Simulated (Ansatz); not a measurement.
## CsSnI3 under a change: isotropic strain +1.20 %

Base system: CsSnI₃ in the cubic perovskite structure (space group Pm-3m, No. 221; a = 6.0305 Å).

Perturbation: an isotropic linear strain of +1.20 %, atoms relaxed at fixed cell.

Calculations: Ansatz (a program for electronic structure), LDA, PAW, cutoff 420 eV, scalar-relativistic without spin-orbit coupling. Γ-centred 8×8×8 mesh, Fermi–Dirac width 0.05 eV.

| quantity | base | changed | shift |
|---|---|---|---|
| volume per atom | 43.86 Å³ | 45.46 Å³ | +1.60 Å³ |
| shortest interatomic distance | 5.698 bohr | 5.766 bohr | +0.068 bohr |
| energy relative to the base (free energy F) | 0 meV/atom | +3.6 meV/atom | +3.6 meV/atom |
| pressure | 0.0 GPa | -0.7 GPa | -0.7 GPa |
| band gap (uncertain: the Fermi level lies in a band; the changed cell) | zero | 0.08 eV | – |

Spin-orbit coupling, missing from the scalar runs, can matter with I. Whether these cells are dynamically stable was not tested. All final runs are without spin polarisation. Many cubic perovskites are stable only at high temperature; tilts and polar distortions were not tested. The zero or small gap of CsSnI3 can change with the level of theory.
